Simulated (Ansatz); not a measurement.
# Hypothetical R-3m CaC6, response to strain

Start from CaC$_{6}$ (space group R-3m, No. 166; a = 4.343 Å, c = 13.533 Å (hexagonal axes); a hypothetical phase, not in the database extracts checked). Axes: x lies along a and z along c of the hexagonal cell.

Strains are applied to the cell and any free atomic positions relax; under biaxial strain the out-of-plane vector relaxes too.

Levels (all Ansatz, a quantum-chemistry and plane-wave program, PAW): PBE (420 eV, no spin-orbit coupling); PBEsol (420 eV, no spin-orbit coupling).

The base cell above is that of PBE; each level relaxes its own structures.

Notes on the quantities. pressure: mean of the normal stresses, compression positive.

```tsv
case	pressure, PBE	pressure, PBEsol
biaxial strain −3.91 %, plane normal [001], relaxed out of plane	23.6 GPa	25.6 GPa
isotropic strain +0.77 %	-4.6 GPa	-4.8 GPa
uniaxial strain ε_xx = +3.94 %	-9.8 GPa	-10.3 GPa
uniaxial strain ε_zz = −0.53 %	0.4 GPa	0.4 GPa
```

The two levels differ by at most about 2.0 GPa. They put the cases in the same order.

Without a gap, meshes like the base's 13×13×13 leave anisotropic stresses uncertain by several tenths of a GPa, and small strain energies with them. No phonon test of stability was made. All final runs are without spin polarisation.
